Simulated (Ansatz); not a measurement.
TaMoB2 (Amm2): resistivity and electron-phonon coupling

Given:

```xyz
4
Lattice="3.1043 0.0000 0.0000 0.0000 1.6051 4.2630 0.0000 -1.6051 4.2630" Properties=species:S:1:pos:R:3 pbc="T T T"
Ta     0.0000     0.0000     1.2469
B      1.5521     0.0000     4.7662
B      0.0000     0.0000     3.7460
Mo     1.5521     0.0000     7.2927
```

Computed with PBEsol, DFPT electron-phonon coupling, linearised Boltzmann equation (plane waves, PAW, scalar-relativistic; Ansatz, an electronic-structure program). Geometry: relaxed with this functional, without spin-orbit coupling.

| Quantity | Value |
|---|---|
| resistivity at 300 K | 13.1 (x), 21 (y), 12.0 (z) μΩ·cm |
| resistivity at 77 K | 1.00 (x), 1.53 (y), 0.88 (z) μΩ·cm |
| electron mean free path at 300 K (weighted by the current that each state carries) | 7.0 (x), 6.9 (y), 7.8 (z) nm |
| electron-phonon coupling λ | 0.51 |
| transport coupling λ_tr | 0.50 (x), 0.53 (y), 0.50 (z) |
| logarithmic mean phonon energy | 29 meV |
| density of states at the Fermi level | 0.78 states/(eV·spin·cell) |
| Drude plasma energy | 6.2 (x), 5.0 (y), 6.4 (z) eV |

A metal at this level (no band gap). Only scattering by harmonic phonons is included (no impurities, grain boundaries, electron-electron scattering or thermal expansion). Spin-orbit coupling is left out, which matters with elements this heavy. Halving the electron mesh (28x28x28) moves the resistivity by up to 7 % at 300 K, the mean free path by up to 2 %, the coupling by up to 2 %. Smearing 0.20 eV; phonons on a 5x5x5 q mesh, which this run doesn't test and which matters most at low temperature.

Computed structure with no diffraction record at hand here (it may be known, metastable or hypothetical): TaMoB2 (Amm2).
